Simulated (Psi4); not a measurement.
Psi4 1.11, PBE/def2-svp: disulfane (SS), 4 atoms. The geometry is a generated start, not checked to be a minimum at this level.

```
Item                                  Value
--------------------------  ---------------
task                                 energy
method                                  pbe
basis                              def2-svp
memory                                 3 GB
maxiter                                 100
keys of the molecule block      symmetry c1
scf_type                       df (default)
diis_max_vecs                  10 (default)
e_convergence               1e-06 (default)
d_convergence               1e-06 (default)
dft_radial_points              75 (default)
dft_spherical_points          302 (default)
basis functions                          46
grid points                           84990
```

```xyz
4

S     -0.8973     0.4193     0.5079
S      0.8916     0.4669    -0.4788
H     -1.5325    -0.4452    -0.2941
H      1.5383    -0.4410     0.2651
```

With the defaults (diis = true, scf_initial_accelerator = adiis, damping_percentage = 0, soscf = false, soscf_start_convergence = 0.01, guess = auto, which took SAD, level_shift = 0, level_shift_cutoff = 0.01) it converges in 7 SCF iterations. One run each on 2 threads, with these changes:
- guess = core
- scf_initial_accelerator = none
- soscf = true, soscf_start_convergence = 0.1
- scf_initial_accelerator = ediis
- level_shift = 0.1, level_shift_cutoff = 0.001
- guess = sadno
- guess = sap
- diis = false, scf_initial_accelerator = none, damping_percentage = 60
- guess = huckel

Name the settings that don't reach the solution of the defaults.

No convergence: diis = false, scf_initial_accelerator = none, damping_percentage = 60 (the run ends without SCF convergence in 100 iterations). The rest reach the solution of the defaults.

| setting | SCF iterations | JK calls | end |
|---|---|---|---|
| soscf = true, soscf_start_convergence = 0.1 | 5 | 15 | same solution |
| the defaults | 7 | 8 | same solution |
| scf_initial_accelerator = ediis | 7 | 8 | same solution |
| scf_initial_accelerator = none | 7 | 8 | same solution |
| level_shift = 0.1, level_shift_cutoff = 0.001 | 7 | 8 | same solution |
| guess = sap | 8 | 8 | same solution |
| guess = sadno | 9 | 9 | same solution |
| guess = huckel | 9 | 19 | same solution |
| guess = core | 11 | 11 | same solution |
| diis = false, scf_initial_accelerator = none, damping_percentage = 60 | 100 | 101 | no convergence |

An SOSCF iteration holds several JK calls; a Hückel guess adds calls on atoms.
